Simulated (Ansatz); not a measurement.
The structure below was relaxed with PBEsol-D3(BJ) (Ansatz, an electronic-structure program; PAW; 420 eV plane waves; no SOC).

```
PtSe
1.0
   10.01145     0.00000     0.00000
    0.00000     3.45636     0.00000
    0.00000     0.00000     3.86727
Pt Se
4 4
Direct
  0.10431   0.25000   0.11093
  0.39569   0.75000   0.61093
  0.89569   0.75000   0.88907
  0.60431   0.25000   0.38907
  0.85860   0.25000   0.40030
  0.64140   0.75000   0.90030
  0.14140   0.75000   0.59970
  0.35860   0.25000   0.09970
```

Question: Find the space group and the Wyckoff positions.

Answer: Space group Pnma (No. 62); a = 10.0115 Å, b = 3.4564 Å, c = 3.8673 Å, α = β = γ = 90.00°

| atom | site | symmetry | x | y | z |
|---|---|---|---|---|---|
| Pt | 4c | .m. | 0.1043 | 0.2500 | 0.1109 |
| Se | 4c | .m. | 0.3586 | 0.2500 | 0.0997 |

Question: Describe the coordination.

Answer: The crystal has 8 atoms in its conventional cell. Cell: a = 10.0115 Å, b = 3.4564 Å, c = 3.8673 Å, α = β = γ = 90.00°. Pt has 6 Se at 2.546–2.702 Å. Se is surrounded by 6 Pt at 2.546–2.702 Å. (Neighbours: up to the widest gap in distance over summed covalent radii, below 1.35, at either atom; cation-cation and far metal-metal contacts left out.)

Stability against distortions was not tested. All final runs are without spin polarisation. The cell was made from GeSe by this change: Ge → Pt; the result is a hypothetical phase, not in the database extracts checked.
